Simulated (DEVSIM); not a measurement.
Device: Cr/SiO2/n-Si capacitor, at 300 K.

Layer 1 from the left is SiO2, thickness (nm) 5.00. Layer 2 from the left is Si, thickness (nm) 2300, Nd (cm⁻³) 1.2e16.

Metal gate on the left, work function 4.5 eV. Fixed charge at the semiconductor interface 1.3e11 cm⁻² (in units of +e); no interface traps.

Constants are typed, rounded textbook-type inputs, not results; the design itself was drawn at random and stands for no fabricated device. Values at 300 K.

SiO2: gap (eV) 9, affinity (eV) 0.9, permittivity 3.9. Si: gap (eV) 1.124, affinity (eV) 4.05, permittivity 11.7, Nc (cm⁻³) 2.86e19, Nv (cm⁻³) 3.1e19.

Model (solved in DEVSIM): 1D Poisson equation in equilibrium, Boltzmann statistics, complete ionisation; no quantum confinement or tunnelling. Metal contacts follow the ideal Schottky-Mott rule: no Fermi-level pinning, no interface dipoles.

Question: What does the simulation give for the flat-band voltage, the threshold voltage (band bending 2φF), the minimum of the low-frequency capacitance?

Answer: flat-band voltage 0.22 V; threshold voltage (band bending 2φF) -0.58 V; minimum of the low-frequency capacitance 0.0399 μF/cm².
